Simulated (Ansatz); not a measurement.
The starting structures come from a database of crystals and need not be the phases stable at ambient conditions.

 Where the default PAW files enter, the runs use the earlier of Ansatz's two default sets.

Inside the gap of an insulator the Bloch states are evanescent, with a wavenumber k + iκ along the transport direction.

Input:

```
CELL_PARAMETERS angstrom
      5.34495     0.00000     0.00000
      1.78165     5.68845     0.00000
      2.67248     0.00000     1.54295
ATOMIC_POSITIONS crystal
  Cu 0.00000 0.00000 0.00000
  Rh 0.50000 0.50000 0.00000
  O  0.10716 0.67851 0.00000
  O  0.89284 0.32149 0.00000
```

Space group of this cell: R-3m. The cell is taken as given; by PBEsol its mean pressure is -3.8 GPa.

Transport runs along the normal of the first two printed cell vectors, the (110) plane of the conventional cell.

No gap correction and no spin-orbit coupling; mid-gap values are interpolated between computed energies.

Task: Compute, with Ansatz (a first-principles code) with PBEsol, the band gap and the smallest decay constant κ at mid-gap.

Result: Gap 0.65 eV on a 20×20×20 mesh; κ = 0.182 1/Å, at (0.333, 0.333) of the in-plane reciprocal vectors. At the zone centre, at the nearest computed energy, the slowest state has κ = 0.31 1/Å.
